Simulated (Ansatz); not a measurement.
System: HfO2 (Pnma, No. 62, 12 atoms in the cell; start mp-741; a measured phase of this formula has another space group). Method: r²SCAN (Ansatz, a quantum-chemistry and plane-wave program, plane waves, PAW).

Settings: plane-wave cutoff 560 eV, 6×10×6 k mesh (along the axes of the cell as run), Fermi–Dirac smearing 0.01 eV, scalar-relativistic PAW data made under PBE.

Cell (relaxed at this level):

```cif
data_Hf4O8
_chemical_formula_sum 'Hf4 O8'
_space_group_name_H-M_alt 'P 1'
_space_group_IT_number 1
_cell_length_a 5.54053
_cell_length_b 3.31662
_cell_length_c 6.46810
_cell_angle_alpha 90.000
_cell_angle_beta 90.000
_cell_angle_gamma 90.000
loop_
_space_group_symop_operation_xyz
  'x, y, z'
loop_
_atom_site_label
_atom_site_type_symbol
_atom_site_fract_x
_atom_site_fract_y
_atom_site_fract_z
_atom_site_occupancy
Hf1 Hf 0.75211 0.25000 0.10897 1
Hf2 Hf 0.24789 0.75000 0.89103 1
Hf3 Hf 0.74789 0.75000 0.60897 1
Hf4 Hf 0.25211 0.25000 0.39103 1
O1 O 0.97752 0.75000 0.34041 1
O2 O 0.02248 0.25000 0.65959 1
O3 O 0.52248 0.25000 0.84041 1
O4 O 0.47752 0.75000 0.15959 1
O5 O 0.86022 0.75000 0.92433 1
O6 O 0.13978 0.25000 0.07567 1
O7 O 0.63978 0.25000 0.42433 1
O8 O 0.36022 0.75000 0.57567 1
```

Give the computed band gap.


- band gap: 3.98 eV (on the SCF k mesh)

Note: the relaxation could not lower the start's symmetry, so the cell can be a saddle point above a distorted one.

Spin–orbit coupling is not included.

Computed values are for the static lattice.

Computing time: around 15 core-minutes (rough).

A start named mp-… is a Materials Project structure, which need not be a measured phase.
